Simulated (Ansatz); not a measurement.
# CdSe: pressure 18 GPa

Base system: CdSe in the wurtzite structure (space group P6_3mc, No. 186; a = 4.3829 Å, c = 7.1547 Å).

It is then changed as follows: cell and atoms relaxed at a pressure of 18 GPa.

Calculations: DFT with PBE, PAW potentials and a 420 eV plane-wave cutoff in Ansatz (a program for electronic structure), no spin-orbit coupling, earlier PAW set. k-mesh 9×9×5 (Γ-centred); smearing 0.05 eV (Fermi–Dirac).

The volume per atom shrinks by 6.235 Å³, from 29.76 Å³ to 23.52 Å³ and the density rises by 1.42 g/cm³ to 6.76 g/cm³. The lattice parameter a drops by 0.371 Å to 4.012 Å and the c/a ratio increases by 0.050, from 1.632 to 1.682. The shortest interatomic distance shrinks by 0.208 Å, from 2.682 Å to 2.474 Å and the enthalpy H = E + PV relative to the base's energy amounts to +2.93 eV/atom. The band gap increases by 0.41 eV, from 0.54 eV to 0.95 eV and the gap character remains direct at Γ. The width of the top valence band increases by 0.796 eV, from 1.56 eV to 2.35 eV and the electron mass becomes 0.082 mₑ along c, 0.090 mₑ across (at Γ) (base: 0.057 mₑ (at Γ)). The valence-band top at Γ (three highest levels, from the VBM) goes from 0.00, 0.00, -0.04 eV to 0.00, 0.00, -0.23 eV.

Load acts through the strain it causes; cell and atoms are relaxed under it. Effective masses come from finite differences of ±0.01 Å⁻¹. No phonon test of stability was made. Measured, CdSe leaves this structure (for rock salt) near 2.72 GPa (temperature not stated; as listed in Datta, Sujoy, Jana, Debnarayan, arXiv (2020)), on rising pressure, with hysteresis.
